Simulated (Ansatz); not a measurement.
Results of LDA (PAW; Ansatz, an electronic-structure program) for CsCl-type RuAl.

Settings: plane-wave cutoff 520 eV, 18×18×18 k mesh, Fermi–Dirac smearing 0.05 eV, no spin polarisation, scalar-relativistic PAW data made under PBE.

A third-order Birch–Murnaghan fit to the energies gives V0 = 12.883 Å³/atom, B0 = 232 GPa, B′ = 4.4.

```tsv
V (Å³/atom)	P (GPa)
12.110	?
12.368	10.35
12.625	4.90
12.883	0.00
13.141	-4.40
13.398	?
13.656	-11.88
```

Q: Estimate the withheld pressures from this fit; the answers are the runs' own values.

A: 
- 12.110, P (GPa): 16.43
- 13.398, P (GPa): -8.34

The formula P = (3/2) B0 (x^(7/3) − x^(5/3)) [1 + (3/4)(B′ − 4)(x^(2/3) − 1)] with x = V0/V meets the computed pressures within 0.03 GPa when these rounded values are put in.
